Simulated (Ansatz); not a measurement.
## Short convergence ladders for the (001) slab of HfPd2 (cut from a parent of space group no. 139; 6 atoms in the cell)

```yaml
crystal:
  lattice:
    - [3.38906, 0.00000, 0.00000]
    - [0.00000, 3.38906, 0.00000]
    - [0.00000, 0.00000, 21.14111]
  atoms:
    - { symbol: Hf, position: [0.00000, 0.00000, 0.60274] }
    - { symbol: Pd, position: [0.00000, 0.00000, 0.33111] }
    - { symbol: Pd, position: [0.50000, 0.50000, 0.66889] }
    - { symbol: Hf, position: [0.50000, 0.50000, 0.39726] }
    - { symbol: Pd, position: [0.50000, 0.50000, 0.53658] }
    - { symbol: Pd, position: [0.00000, 0.00000, 0.46341] }
```

Base method: PBEsol, default PAW files made with PBE (plane waves; Ansatz, a program for electronic structure).

Base settings: basis.ecutwfc = 30.9 Ry; kpoints.mp_grid.grid = 9 9 1; hamiltonian.xc = pbesol; hamiltonian.pseudopotentials = {kind: paw} (the program's default PAW files); scf.occupations.method = fermi_dirac; scf.occupations.width = 0.0073 Ry.

The count of work is k-points × plane waves × bands × iterations; it is no time. Core times come from one kind of shared machine, to one figure; runs under 30 s give none.

**The k-point mesh**

Only quantities that move along the ladder and can be compared are tabulated.

```csv
kpoints.mp_grid.grid,free energy less the last step's (meV/atom),largest difference of a force vector from the last step's (eV/Å),count of work / last
2 2 1,235.33,0.662,0.033
3 3 1,-40.43,0.405,0.030
4 4 1,11.79,0.127,0.066
5 5 1,2.01,0.083,0.059
6 6 1,0.11,0.081,0.11
7 7 1,0.05,0.077,0.11
8 8 1,1.07,0.039,0.15
9 9 1,-1.08,0.007,0.16
10 10 1,0.53,0.007,0.23
11 11 1,-0.04,0.012,0.23
13 13 1,0.09,0.003,0.31
16 16 1,0.04,0.002,0.49
18 18 1,0.05,0.000,0.60
21 21 1,0.00,0.000,0.73
25 25 1,0.00,0.000,1.0
```

Coarsest kpoints.mp_grid.grid that holds the forces within 0.01 eV/Å of the last step, with all finer ones: 13 13 1, at 0.31 of the last step's count of work; the step before is off by 0.012 eV/Å.

Coarsest kpoints.mp_grid.grid that holds the free energy within 5 meV/atom of the last step, with all finer ones: 5 5 1, at 0.059 of the last step's count of work; the step before is off by 12 meV/atom.

**The depth of the slab**

Surface energy = (E_slab − N e_bulk)/2A, with e_bulk from the bulk crystal on its finest mesh (1470 k-points); errors per atom of slab and bulk, whose meshes differ, grow with N.

The mesh stays at the base's, so the ladder's end is converged at best in this setting alone.

Only quantities that move along the ladder and can be compared are tabulated.

```tsv
atoms	unrelaxed surface energy (J/m²)	count of work / last	core time / last (rough)
6	1.867	0.11	–
12	1.849	0.28	0.3
18	1.850	0.61	0.7
24	1.852	1.0	1
```

Smallest size that holds the unrelaxed surface energy within 0.01 J/m² of the last step, with all finer ones: 12, at 0.28 of the last step's count of work and about 0.3 of the last step's time; the step before is off by 0.014 J/m².

On the base run: the starting cell comes from a database of computed structures (which also holds hypothetical and non-ambient phases and stackings), without a prior relaxation at this level. The slab is cut from that crystal, and its faces are unrelaxed. Its lattice was rescaled by up to half a per cent. Spin polarisation is off.

Keys are those of Ansatz 0.2.
